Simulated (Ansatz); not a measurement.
Start from SiO2 in the rutile structure (space group P4_2/mnm, No. 136; a = 4.236 Å, c = 2.690 Å). Axes: x, y, z lie along a, b, c of the conventional cell.

Computed with Ansatz (a program for electronic structure), PBE, PAW, cutoff 420 eV, scalar-relativistic without spin-orbit coupling.

Base values:

| Item | Result |
|---|---|
| Band gap | 5.04 eV |
| Hole mass | 1.9 mₑ along c, 1.1 mₑ across (at Γ) |

Now apply this change: biaxial strain +0.60 %, plane normal [001], relaxed out of plane (Cartesian); in-plane vectors clamped, the third vector and the atoms free.

Task: Predict the new band gap and hole mass.

Result: The band gap falls by 0.09 eV (5.04 eV → 4.95 eV); the hole mass changes from 1.9 mₑ along c, 1.1 mₑ across (at Γ) to 2.1 mₑ out of plane, 1.1 mₑ in plane (at Γ).

Effective masses come from finite differences of ±0.01 Å⁻¹. No phonon test of stability was made.
